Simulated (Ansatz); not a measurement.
## Ir under a change: biaxial strain −3.00 %, plane normal [001], relaxed out of plane

Base system: Ir in the fcc (Cu type) structure (space group Fm-3m, No. 225; a = 3.831 Å; relaxed with 0.1 eV smearing). Axes: x, y, z lie along the cube axes.

One thing is altered: biaxial strain −3.00 %, plane normal [001], relaxed out of plane (Cartesian); in-plane vectors clamped, the third vector and the atoms free.

Computed with PBEsol, PAW, 420 eV (Ansatz, a program for electronic structure; without spin-orbit coupling). k-mesh 29×29×29 (Γ-centred); smearing 0.1 eV (Fermi–Dirac).

| quantity | base | changed | shift |
|---|---|---|---|
| volume per atom | 14.06 Å³ | 13.56 Å³ | -0.50 Å³ |
| space group | Fm-3m (No. 225) | I4/mmm (No. 139) | – |
| shortest interatomic distance | 2.709 Å | 2.628 Å | -0.081 Å |
| energy relative to the base (free energy F) | 0 meV/atom | +60 meV/atom | +60 meV/atom |
| pressure (mean of the normal stresses, compression positive) | 0.0 GPa | 16.1 GPa | +16.1 GPa |
| band gap | zero | zero | – |
| out-of-plane strain | – | +2.49 % | – |
| ratio −ε⊥/ε∥ | – | 0.83 | – |
| mean in-plane stress (compression positive) | – | +24.2 GPa | – |

Cost of the whole job for the changed cell (relaxation, final SCF and bands): around 2.0 core-minutes (rough).

Stability against distortions was not tested. The final runs are not spin-polarised.
